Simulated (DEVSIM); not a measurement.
Device: abrupt Si p-n junction, at 300 K.

| layer (left to right) | material | thickness (μm) | Nd (cm⁻³) | Na (cm⁻³) | τn (s) | τp (s) |
|---|---|---|---|---|---|---|
| 1 | Si | 73.0 | - | 6.8e16 | 1.1e-7 | 1.1e-7 |
| 2 | Si | 4.40 | 8.4e15 | - | 1.1e-7 | 1.1e-7 |

Left contact: ohmic. Right contact: ohmic. Voltage is applied to the left contact. Recombination: SRH at mid-gap. Mobility is μmin + (μ − μmin)/(1 + (N/Nref)^α).

This is a model device: material constants are rounded textbook-type values typed into the input, and sizes, dopings and lifetimes were drawn at random. Values at 300 K.

```tsv
parameter	Si
gap (eV)	1.124
affinity (eV)	4.05
permittivity	11.7
Nc (cm⁻³)	2.86e19
Nv (cm⁻³)	3.1e19
μn (cm²/Vs)	1417
μp (cm²/Vs)	470
μn,min	52
μp,min	45
Nref,n	9.7e16
Nref,p	2.2e17
αn	0.68
αp	0.72
```

Simulated with DEVSIM: 1D drift-diffusion, Boltzmann statistics, complete ionisation; no tunnelling, impact ionisation, image-force lowering or self-heating.

Tabulate band edges, carrier densities and field at -5.0 V on the left contact.

Energies count from the Fermi level of the right contact; mesh points crowd at the junctions.

| x (μm) | Ec (eV) | Ev (eV) | n (cm⁻³) | p (cm⁻³) | field (V/cm) |
|---|---|---|---|---|---|
| 0.000 | 5.966 | 4.842 | 1700 | 6.8e16 | ≈ 0 |
| 0.04258 | 5.966 | 4.842 | 1700 | 6.8e16 | ≈ 0 |
| 0.1683 | 5.966 | 4.842 | 1700 | 6.8e16 | ≈ 0 |
| 0.5093 | 5.966 | 4.842 | 1700 | 6.8e16 | ≈ 0 |
| 2.111 | 5.966 | 4.842 | 1700 | 6.8e16 | ≈ 0 |
| 5.896 | 5.966 | 4.842 | 1700 | 6.8e16 | ≈ 0 |
| 17.07 | 5.966 | 4.842 | 1700 | 6.8e16 | ≈ 0 |
| 53.22 | 5.966 | 4.842 | 1200 | 6.8e16 | ≈ 0 |
| 65.88 | 5.966 | 4.842 | 630 | 6.8e16 | ≈ 0 |
| 70.45 | 5.966 | 4.842 | 250 | 6.8e16 | ≈ 0 |
| 72.13 | 5.966 | 4.842 | < 1e2 | 6.8e16 | ≈ 0 |
| 72.80 | 5.966 | 4.842 | < 1e2 | 6.8e16 | -39 |
| 72.94 | 5.791 | 4.667 | < 1e2 | 8.0e13 | -56000 |
| 73.00 | 5.365 | 4.241 | 1200 | 5600000 | -110000 |
| 73.05 | 4.708 | 3.584 | 3200 | 64000 | -110000 |
| 73.20 | 3.279 | 2.155 | 11000 | 60000 | -89000 |
| 73.59 | 0.800 | -0.324 | 1100000 | 26000 | -38000 |
| 74.73 | 0.210 | -0.914 | 8.4e15 | 3400 | ≈ 0 |
| 76.68 | 0.210 | -0.914 | 8.4e15 | 11000 | ≈ 0 |
| 77.16 | 0.210 | -0.914 | 8.4e15 | 13000 | ≈ 0 |
| 77.33 | 0.210 | -0.914 | 8.4e15 | 14000 | ≈ 0 |
| 77.40 | 0.210 | -0.914 | 8.4e15 | 14000 | ≈ 0 |
